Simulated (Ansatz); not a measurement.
# Several settings converged on Co (P-3m1, 2 atoms in the cell)

```yaml
crystal:
  lattice:
    - [1.26127, -2.18459, 0.00000]
    - [1.26127, 2.18459, 0.00000]
    - [0.00000, 0.00000, 4.09035]
  atoms:
    - { symbol: Co, position: [0.33333, 0.66667, 0.26222], spin: 2.0 }
    - { symbol: Co, position: [0.66667, 0.33333, 0.75000], spin: 2.0 }
```
(The spins are starting values, not results.)

Base method: LDA (PW92), default PAW files made with PBE (plane waves; Ansatz, a quantum-chemistry and plane-wave program).

Base settings: basis.ecutwfc = 420 eV; kpoints.mp_grid.grid = 13 13 7; hamiltonian.xc = lda; hamiltonian.pseudopotentials = {kind: paw} (the program's default PAW files); magnetization.spin_polarized = true; scf.occupations.method = fermi_dirac; scf.occupations.width = 0.1 eV.

The count of work is k-points × plane waves × bands × iterations; it is no time. Core times come from one kind of shared machine, to one figure; runs under 30 s give none.

**The cutoff for other potential files**

Level: DFT, LDA (PW92), plane waves, harder PAW files (source: ansatz) made with PBE.

In this ladder: hamiltonian.pseudopotentials = {kind: paw, source: ansatz}.

The second cell is the first with its lattice scaled by 0.98.

The mesh stays at the base's, so the ladder's end is converged at best in this setting alone.

The first pressure column holds Ansatz's estimate of the finite-basis (Pulay) stress, which hides part of the cutoff error; the other is without it.

Only quantities that move along the ladder and can be compared are tabulated.

| basis.ecutwfc | free energy less the last step's (meV/atom) | energy of the compressed cell less the first (meV/atom) | pressure (GPa) | pressure without the Pulay estimate (GPa) | largest difference of a force vector from the last step's (eV/Å) | count of work / last | core time / last (rough) |
|---|---|---|---|---|---|---|---|
| 405 eV | 8560.78 | -51.16 | -16.75 | -618.49 | 0.581 | 0.099 | – |
| 495 eV | 1590.42 | -68.03 | -23.18 | -160.39 | 0.204 | 0.16 | – |
| 630 eV | 135.11 | -78.62 | -23.71 | -39.17 | 0.017 | 0.20 | 0.3 |
| 765 eV | 11.42 | -78.59 | -24.01 | -25.21 | 0.002 | 0.28 | 0.3 |
| 900 eV | 3.42 | -78.64 | -24.01 | -24.16 | 0.000 | 0.35 | 0.3 |
| 1080 eV | 1.55 | -78.70 | -24.02 | -24.10 | 0.000 | 0.46 | 0.5 |
| 1350 eV | 0.30 | -78.70 | -24.02 | -24.05 | 0.000 | 0.65 | 0.5 |
| 1800 eV | 0.00 | -78.70 | -24.03 | -24.03 | 0.000 | 1.0 | 1 |

Coarsest basis.ecutwfc that holds the pressure without the Pulay estimate within 1 GPa of the last step, with all finer ones: 900 eV, at 0.35 of the last step's count of work and about 0.3 of the last step's time; the step before is off by 1.2 GPa.

Coarsest basis.ecutwfc that holds the pressure within 0.5 GPa of the last step, with all finer ones: 630 eV, at 0.20 of the last step's count of work and about 0.3 of the last step's time; the step before is off by 0.85 GPa.

Coarsest basis.ecutwfc that holds the forces within 0.01 eV/Å of the last step, with all finer ones: 765 eV, at 0.28 of the last step's count of work and about 0.3 of the last step's time; the step before is off by 0.017 eV/Å.

The energy difference between the two cells stays within 1 meV/atom of the last step's from 630 eV on, the total only from 1350 eV on: much of the error is common to both cells and cancels.

At the lowest cutoff the pressure without the Pulay estimate lies 594 GPa under the last step's, the usual sign of Pulay stress in an incomplete plane-wave basis.

**The density cutoff**

The second cell is the first with its lattice scaled by 0.98.

The mesh stays at the base's, so the ladder's end is converged at best in this setting alone.

Only quantities that move along the ladder and can be compared are tabulated.

| basis.ecutrho_ratio | free energy less the last step's (meV/atom) | energy of the compressed cell less the first (meV/atom) | pressure (GPa) | largest difference of a force vector from the last step's (eV/Å) |
|---|---|---|---|---|
| 2 | -13.43 | -76.53 | -22.68 | 0.020 |
| 3 | -0.26 | -78.09 | -23.87 | 0.000 |
| 4 | 0.00 | -78.07 | -23.89 | 0.000 |
| 5 | 0.00 | -78.07 | -23.89 | 0.000 |
| 6 | 0.00 | -78.07 | -23.89 | 0.000 |
| 8 | 0.00 | -78.07 | -23.89 | 0.000 |
| 10 | 0.00 | -78.07 | -23.89 | 0.000 |
| 12 | 0.00 | -78.07 | -23.89 | 0.000 |
| 16 | 0.00 | -78.07 | -23.89 | 0.000 |

Coarsest basis.ecutrho_ratio that holds the forces within 0.005 eV/Å of the last step, with all finer ones: 3; the step before is off by 0.020 eV/Å.

Coarsest basis.ecutrho_ratio that holds the pressure within 0.05 GPa of the last step, with all finer ones: 3; the step before is off by 1.2 GPa.

Coarsest basis.ecutrho_ratio that holds the free energy within 0.5 meV/atom of the last step, with all finer ones: 3; the step before is off by 13 meV/atom.

On the base run: the starting cell has typed, rounded lattice constants, without a prior relaxation at this level. Its lattice was rescaled by up to half a per cent. One atom was moved a little off its site on purpose. The magnetic order is the one reached from the typed start; others were not searched systematically. In the base run, with a pressure of about -24 GPa the cell is away from its equilibrium volume at this level.

Keys are those of Ansatz 0.2.
